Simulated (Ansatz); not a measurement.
## PbSe: band gap against strain

PbSe (rock salt, Fm-3m, 29.475 Å³/atom at rest) under an equal strain ε in the (001) plane with the normal axis free, as in a coherent film. r2SCAN in Ansatz, a plane-wave DFT program (PAW, default set), 500 eV, 9×9×9 Γ-centred mesh, Fermi-Dirac smearing 0.05 eV; ions are relaxed within the symmetry of each cell. Gaps are the smallest over the k-mesh and a band path, without spin-orbit coupling; in all rows the valence edge lies at about 0.9 Å⁻¹ from Γ and the conduction edge at about 0.9 Å⁻¹ from Γ.

Here s stands for strain and Eg for gap.

| strain (%) | gap (eV) |
|---|---|
| -3.00 | ? |
| -1.50 | 0.56 |
| -1.00 | 0.60 |
| -0.50 | 0.63 |
| 0.00 | 0.67 |

The 4 complete rows are fitted with a straight line, Eg against s. Means: s -0.75000, Eg 0.615. About the means, the sum of products is 0.090000 and the sum of squares of s is 1.2500; the slope is their ratio. Least squares gives Eg = 0.669 + 0.0720·s. Residuals (row less fit): -0.001, 0.003, -0.003, 0.001; standard error 0.003 (degrees of freedom: 2). Over these rows the gap moves by 7.2 ± 0.3 eV per unit strain.

Problem. Predict the withheld Eg at s = -3.00 from the fit, and compare with the calculation.

Solution. Eg = 0.669 + 0.0720 × (-3.0) = 0.453 eV. The calculation gives 0.43 eV, 0.023 eV below the prediction (9.6 % of the range of Eg in the table). The row lies outside the fitted rows, so this is an extrapolation. The fitted rows scatter only by rounding.

One order more, fitted to all 7 runs of the series, follows each within 0.01, so the miss is the next term of a smooth law. Spin-orbit coupling is left out, which can shift this property for PbSe. Rows are the converged runs of the series near zero and its far end; series whose fitted rows scatter by over a few per cent of the range, as at a crossing or softening among them, aren't shown in this form. Most that stay on the fit to the last digits aren't either.
